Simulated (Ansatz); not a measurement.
Defect: B vacancy in zinc-blende BN, charge state -3. Level of theory: PBE, PAW (plane waves to 420 eV; Ansatz, a program for electronic structure).

64-site cell at the relaxed PBE lattice, a 2×2×2 k-point mesh shifted by half a step, smearing 0.01 eV, spin-restricted, no finite-size correction. Energies are static. The charge state is imposed; whether it is stable for some Fermi level was not computed. Forms of the defect that were not tried may lie lower.

Barriers: single points on a 3×3×3 k-point mesh shifted by half a step at the bands' geometries.

The only route run: a nearby B atom hops onto the vacant site; the atom moves 2.47 Å along (0.00, 0.48, -0.48) of the unit cell; the moving atom starts with neighbours N at 1.47, 2 N at 1.59, N at 1.61 Å and ends with N at 1.47, 2 N at 1.59, N at 1.61 Å. Its barrier is 3.53 eV. The saddle point's order was not checked, and it lies on a symmetry element of the cell, where a band can be held. The defect has 12 equivalent sites to jump to, 2.56 Å away. Attempt frequency: take 10 THz as a typical guess.

### Question
Estimate the defect's diffusion coefficient at 800 K, how far it wanders in 10 years, and how much an error of 0.1 eV in the barrier would matter.

### Answer
kT = 0.0689 eV, so each jump happens at Γ = ν exp(−E/kT) = 1.0e13 × exp(−51.20) ≈ 5.8e-10 s⁻¹. For uncorrelated jumps in a cubic host D = z λ² Γ / 6 = 12 × (2.56e-8 cm)² × 5.8e-10 / 6 ≈ 7.6e-25 cm²/s. The root-mean-square distance is √(6Dt) ≈ 0.4 nm. An error of 0.1 eV changes D by a factor exp(0.1/kT) ≈ 4.3, and the distance by its square root. This is the isolated defect's own diffusivity; trapping, its concentration and zero-point motion are left out.
